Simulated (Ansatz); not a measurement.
# A computed series for hypothetical P4_2/mnm GaN: pressure series

Consider GaN (space group P4_2/mnm, No. 136; a = 5.470 Å, c = 3.183 Å; a hypothetical phase, not in the database extracts checked).

Cell and atoms are relaxed at each pressure.

Computed with PBEsol (Ansatz, a first-principles code), no spin-orbit coupling.

Two rows of this table had their results exchanged by mistake.

```tsv
pressure	volume per atom (Å³)	shortest distance (Å)	band gap
pressure −2 GPa	12.05	1.925	1.81 eV
pressure −1 GPa	11.98	1.921	1.84 eV
pressure 0.3 GPa	11.89	1.916	1.88 eV
pressure 0.7 GPa	11.86	1.914	1.90 eV
pressure 1.5 GPa	11.81	1.912	1.92 eV
pressure 3 GPa	11.31	1.884	2.17 eV
pressure 5 GPa	11.59	1.900	2.03 eV
pressure 7.5 GPa	11.44	1.892	2.10 eV
pressure 10 GPa	11.71	1.906	1.97 eV
```

Q: Which two?

A: The rows for pressure 3 GPa and pressure 10 GPa: the volume has to fall steadily with pressure, so 11.71 Å³ belongs to pressure 3 GPa and 11.31 Å³ to pressure 10 GPa.

Load acts through the strain it causes; cell and atoms are relaxed under it. No phonon test of stability was made. Competing high-pressure phases were not computed.
